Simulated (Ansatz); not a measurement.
**Pressure series in Ta2N**

Base system: Ta2N in the anti-CdI2 type structure (space group P-3m1, No. 164; a = 3.0745 Å, c = 4.8520 Å).

Cell and atoms are relaxed at each pressure.

Method: PBE-D3(BJ) (Ansatz, a program for electronic structure, PAW, without spin-orbit coupling), earlier PAW set.

```csv
P (GPa),V (Å³/atom)
-2.00,13.334
-1.00,13.287
3.00,13.105
7.00,12.937
15.00,12.630
30.00,12.142
50.00,11.613
75.00,11.080
100.00,10.644
```

Task: Fit a third-order Birch–Murnaghan equation of state.

Result: Least squares on P(V) = (3B₀/2)[(V₀/V)^(7/3) − (V₀/V)^(5/3)]·[1 + (3/4)(B₀′ − 4)((V₀/V)^(2/3) − 1)] gives V₀ = 13.24 Å³/atom, B₀ = 289 GPa and B₀′ = 4.2.

Load acts through the strain it causes; cell and atoms are relaxed under it. Whether these cells are dynamically stable was not tested. No other phases were tried under pressure. All final runs are without spin polarisation. An odd electron count without spin: Ta2N.
